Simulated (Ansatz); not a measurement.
Here is the system:

```
CELL_PARAMETERS angstrom
      4.07195     0.00000     0.00000
      0.00000     4.07195     0.00000
      0.00000     0.00000     4.07195
ATOMIC_POSITIONS crystal
  Sc 0.00000 0.00000 0.00000
  Al 0.50000 0.00000 0.50000
  Al 0.00000 0.50000 0.50000
  Al 0.50000 0.50000 0.00000
```

All values below come from PBEsol, DFPT electron-phonon coupling, linearised Boltzmann equation (plane waves, PAW, scalar-relativistic; Ansatz, a quantum-chemistry and plane-wave program). Cell: relaxed with this functional, without spin-orbit coupling.

Problem. Estimate the phonon-limited resistivity at 300 K, by direction if it differs.

Solution. 6.4 μΩ·cm.

Problem. How long is the mean free path there?

Solution. 22 nm, weighted by the current that each state carries. Wires not much wider than this gain resistivity from their walls.

A metal at this level (no band gap). Only scattering by harmonic phonons is included (no impurities, grain boundaries, electron-electron scattering or thermal expansion). Spin-orbit coupling is left out. Halving the electron mesh (20x20x20) moves the resistivity by up to 8 % at 300 K, the mean free path by up to 5 %. Smearing 0.20 eV; phonons on a 4x4x4 q mesh, which this run doesn't test.

Computed structure, not matched to a measured one here, so possibly hypothetical: ScAl3 (Pm-3m).
